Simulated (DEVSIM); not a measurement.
System: abrupt GaAs p-n junction, at 500 K.

Layer 1 from the left is GaAs, thickness (μm) 2.80, Na (cm⁻³) 1.7e16, τn (s) 2.9e-8, τp (s) 2.9e-8. Layer 2 from the left is GaAs, thickness (μm) 2.60, Nd (cm⁻³) 1.1e17, τn (s) 2.9e-8, τp (s) 2.9e-8.

Left contact: ohmic. Right contact: ohmic. Voltage is applied to the left contact. Recombination: SRH at mid-gap, radiative. Mobility is μmin + (μ − μmin)/(1 + (N/Nref)^α).

This is a model device: material constants are rounded textbook-type values typed into the input, and sizes, dopings and lifetimes were drawn at random. Values at 300 K; Nc and Nv go as T^1.5, mobilities as T to minus their exponent, the gap by Varshni's rule with the affinity fixed.

GaAs: gap (eV) 1.424, affinity (eV) 4.07, permittivity 12.9, Nc (cm⁻³) 4.7e17, Nv (cm⁻³) 9e18, μn (cm²/Vs) 8500, μp (cm²/Vs) 400, μn,min 500, μp,min 20, Nref,n 6e16, Nref,p 1.5e17, αn 0.39, αp 0.38, T exponent of μn 2.1, T exponent of μp 2.2, B (cm³/s) 2e-10, Varshni α (eV/K) 0.000541, Varshni β (K) 204.

Model (solved in DEVSIM): 1D drift-diffusion, Boltzmann statistics, complete ionisation; no tunnelling, impact ionisation, image-force lowering or self-heating.

Dark forward current:

```tsv
|V| (V)	|J| (A/cm²)
0.05	1.322e-5
0.10	4.421e-5
0.15	0.0001249
0.20	0.0003502
0.25	0.001009
0.30	0.002999
0.35	0.009125
0.40	0.02822
0.45	0.08817
0.50	0.2772
0.55	0.8744
0.60	2.759
0.65	8.677
0.70	26.94
0.75	80.69
0.80	223.6
0.85	545.5
0.90	1144
0.95	2083
```

Task: Work out the local ideality factor n = ΔV / (kT/q · ln(J2/J1)) between the rows 0.20 and 0.25 V, 0.55 and 0.60 V, 0.90 and 0.95 V.

Result: kT/q = 43.09 mV. From 0.20 to 0.25 V: ln(0.001009/0.0003502) = 1.058, n = 1.10, near the 1 of diffusion or emission over a barrier. From 0.55 to 0.60 V: ln(2.759/0.8744) = 1.149, n = 1.01, near the 1 of diffusion or emission over a barrier. From 0.90 to 0.95 V: ln(2083/1144) = 0.599, n = 1.94.

Task: Estimate the current at 0.50 V from the Shockley equation with J0 = Σ q ni² D/(N L) coth(W/L), τ joining the SRH, radiative and Auger lifetimes that are on, and W taken as the whole layer.

Result: ni² = 7.99e23 cm⁻⁶; electrons in the p layer: μ = 1870 cm²/Vs, D = 80.5 cm²/s, τ = 2.64e-8 s, L = 14.6 μm, W/L = 0.19, term 2.19e-6 A/cm²; holes in the n layer: μ = 71.9 cm²/Vs, D = 3.10 cm²/s, τ = 1.77e-8 s, L = 2.34 μm, W/L = 1.1, term 1.91e-8 A/cm². J0 = 2.21e-6 A/cm², and J = J0 exp(qV/kT) = 0.242 A/cm². The simulation gives 0.277 A/cm²; the estimate lies 13 % below. The estimate leaves out recombination in the depletion region and that region's share of W.
